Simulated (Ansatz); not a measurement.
# ZrAl3 (I4/mmm, No. 139)

Calculation: LDA in Ansatz (plane waves, PAW).

Numerical settings: plane-wave cutoff 520 eV, 20×20×20 k mesh, Fermi–Dirac smearing 0.05 eV, scalar-relativistic PAW data made under PBE.

Cell: relaxed at this level.

```
Quantity                                            Value
------------------------------------------  -------------
equilibrium volume per atom                 16.65 Å³/atom
bulk modulus                                      113 GPa
band gap                                             none
equilibrium lattice constant a                    3.954 Å
c axis length                                    17.042 Å
pressure derivative B′ of the bulk modulus            4.1
```

Note: the bulk modulus comes from volumes at which shape and atoms were relaxed.

Spin–orbit coupling is not included.

The computed numbers hold no vibrational or temperature effects.

It cost very roughly 2.0 core-hours of CPU time.

Ansatz is an electronic-structure program.
